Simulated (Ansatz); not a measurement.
An Ansatz (a first-principles code) input (plane-wave PAW DFT at the PBE level (Ansatz, 420 eV), scalar-relativistic without spin-orbit coupling, earlier PAW set):

Ansatz 0.2 input:
```yaml
crystal:
  lattice:
    - [4.5434862959, 0, 0]
    - [0, 4.5434862959, 0]
    - [0, 0, 2.9495767984]
  atoms:
    - { symbol: Si, position: [0.5, 0.5, 0.5] }
    - { symbol: Si, position: [0, 0, 0] }
    - { symbol: C, position: [0.7931469784, 0.7931469784, 0.5] }
    - { symbol: C, position: [0.2931469784, 0.7068530216, 0] }
    - { symbol: C, position: [0.7068530216, 0.2931469784, 0] }
    - { symbol: C, position: [0.2068530216, 0.2068530216, 0.5] }
basis: { ecutwfc: 420, ecutrho_ratio: 4, xc_grid: 2, fft_grid_basis: typed }
kpoints: { mp_grid: { grid: [10, 10, 16] } }
hamiltonian:
  xc: pbe
  dispersion: none
  pseudopotentials: { azcp: { folder: ./paw }, kind: paw }
scf: { occupations: { method: fermi_dirac, width: 0.05 }, convergence: { dr2_threshold: 0.0000000006 } }
output: { forces: true, stress: true }
checkpoint: { write: state.ck, write_every: 1000 }
```

Question: Which symmetry and how many k-points will the program report, and about how many plane waves at Γ?

Answer: Space group P42/mnm (ITA 136) with 16 operations, k-points 189 of 1600, and 1169 plane waves at Γ.

Stability against distortions was not tested. The final runs are not spin-polarised. The cell was made from SiO2 by this change: O → C; the result is a hypothetical phase, not in the database extracts checked.
